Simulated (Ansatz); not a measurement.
PbF2 (within 0.1 Å of Fm-3m, No. 225, 6 atoms in the cell; start mp-685150; a measured phase of this formula has another space group) was calculated with r²SCAN0 (plane waves, PAW; Ansatz, a program for electronic structure).

Numerical settings: plane-wave cutoff 520 eV, 4×6×6 k mesh (along the axes of the cell as run), Fermi–Dirac smearing 0.01 eV, scalar-relativistic PAW data made under PBE.

Cell (relaxed with PBE-D3(BJ)):

```
PbF2
1.0
    5.96260     0.00000     0.00000
    0.00000     2.98128     2.98146
    0.00000    -2.98128     2.98146
Pb F
2 4
Cartesian
  2.98130   0.00000   5.78370
  0.00000   0.00000   2.80224
  4.47264   1.49076   4.29275
  1.48996  -1.49076   4.29275
  4.47126  -1.49051   4.29275
  1.49134   1.49051   4.29275
```

**Question.** Give the computed band gap and smallest direct gap on the k points sampled.

**Answer.** 
- band gap: 6.83 eV
- smallest direct gap on the k points sampled: 6.96 eV

Note: cell and atoms aren't relaxed at this level (pressure -2.2 GPa).

Spin–orbit coupling is not included; with these elements it can move the gap by several tenths of an eV or more.

Cost on a shared machine: about 8 core-minutes (a rough figure).

A start named mp-… is a Materials Project structure, which need not be a measured phase.
